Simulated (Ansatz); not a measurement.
Results of G0W0@PBEsol in Ansatz (hard PAW, contour deformation, complete-basis limit) for BeS (model structure, started from the rocksalt type, Fm-3m, No. 225, 2 atoms in the cell).

Numerical settings: largest k mesh 12×12×12 (not extrapolated in the mesh).

Cell (relaxed with PBEsol):

```yaml
crystal:
  lattice:
    - [0.00000, 2.29536, 2.29536]
    - [2.29536, 0.00000, 2.29536]
    - [2.29536, 2.29536, 0.00000]
  atoms:
    - { symbol: S, position: [0.00000, 0.00000, 0.00000] }
    - { symbol: Be, position: [0.50000, 0.50000, 0.50000] }
```

Problem. Estimate the band gap that the calculation returns.

Solution. 
band gap: 1.87 eV (indirect)

Note: the correction to the complete basis was taken at k points off the band edges; the relaxation could raise the start's symmetry but not lower it, so the cell can be a saddle point; the gap holds a correction of +0.23 eV to the complete basis, taken at k points off the band edges.

A model structure was made by putting elements into a prototype or built by hand; it is no filed structure, need not be a known phase, and can be a saddle point held by its symmetry.

Ansatz is an electronic-structure program.
